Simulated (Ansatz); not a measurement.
The starting structures come from a database of crystals and need not be the phases stable at ambient conditions.

The decay constant κ of evanescent states in the gap governs leakage through a thin film.

Consider the following.

```
SrH4N2
1.0
    5.46748     0.00000     0.00000
    0.00000    10.99564     0.00000
    2.73374     5.49782     2.73374
Sr H N
2 8 4
Direct
  0.50000   0.75000   0.00000
  0.00000   0.00000   0.00000
  0.35290   0.89879   0.29420
  0.85290   0.29589   0.00000
  0.64710   0.19299   0.70580
  0.14710   0.29589   0.00000
  0.85290   0.55701   0.29420
  0.64710   0.45411   0.00000
  0.14710   0.85121   0.70580
  0.35290   0.45411   0.00000
  0.50000   0.51185   0.00000
  0.00000   0.76185   0.00000
  0.00000   0.23815   0.00000
  0.50000   0.98815   0.00000
```

The cell is taken as given.

Transport runs along the normal of the first two printed cell vectors, the (100) plane of the conventional cell.

The gap is the functional's own. No spin-orbit coupling. Mid-gap values are those at the computed energy nearest the middle.

**Question.** Estimate the band gap and the smallest decay constant κ at mid-gap that PBEsol (Ansatz, a quantum-chemistry and plane-wave program) returns for this system.

**Answer.** Gap 2.29 eV on a 12×12×12 mesh; κ = 0.250 1/Å, at the zone centre.
